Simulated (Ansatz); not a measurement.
# How the lattice parameter c of TiC (model structure, started from the NbAs type, I4₁md, No. 109, 4 atoms in the cell) moves with the method

No measured value is used here.

| level (code) | value (Å) |
|---|---|
| LDA (Ansatz) | [?] |
| PBEsol (Ansatz) | 10.632 |
| r²SCAN (Ansatz) | 10.634 |
| r²SCAN+rVV10 (Ansatz) | 10.621 |

Question: Fill in the missing entries.

Answer: 
- LDA (Ansatz, a first-principles code), value (Å): 10.551

Cutoffs differ between the levels. Ansatz's density-functional and Hartree–Fock values are scalar-relativistic unless marked +SOC, with PAW data made under PBE.

A model structure was made by putting elements into a prototype or built by hand; it is no filed structure, need not be a known phase, and can be a saddle point held by its symmetry.
